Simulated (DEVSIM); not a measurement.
Device: Ti/Al2O3/SiO2/p-Si capacitor, at 300 K.

```tsv
layer (left to right)	material	thickness (nm)	Na (cm⁻³)
1	Al2O3	3.00	-
2	SiO2	1.30	-
3	Si	6400	8.1e15
```

Metal gate on the left, work function 4.33 eV. Fixed charge at the semiconductor interface 2.2e12 cm⁻² (in units of +e); no interface traps.

Constants are typed, rounded textbook-type inputs, not results; the design itself was drawn at random and stands for no fabricated device. Values at 300 K.

| parameter | Al2O3 | SiO2 | Si |
|---|---|---|---|
| gap (eV) | 6.8 | 9 | 1.124 |
| affinity (eV) | 1.35 | 0.9 | 4.05 |
| permittivity | 9 | 3.9 | 11.7 |
| Nc (cm⁻³) | - | - | 2.86e19 |
| Nv (cm⁻³) | - | - | 3.1e19 |

DEVSIM, 1D Poisson equation in equilibrium, Boltzmann statistics, complete ionisation; no quantum confinement or tunnelling. Metal contacts follow the ideal Schottky-Mott rule: no Fermi-level pinning, no interface dipoles.

The Al2O3 thickness was swept, all else fixed.

```tsv
Al2O3 thickness (μm)	threshold voltage (band bending 2φF) (V)	flat-band voltage (V)	capacitance of the dielectric stack (μF/cm²)
0.0012	-0.09	-0.82	1.90
0.0017	-0.11	-0.84	1.70
0.0021	___	-0.86	1.56
0.0026	-0.15	-0.88	1.42
0.003	-0.16	-0.90	1.33
0.0036	-0.19	-0.92	1.21
```

Q: Complete the blanks.

A: 
- 0.0021, threshold voltage (band bending 2φF) (V): -0.13
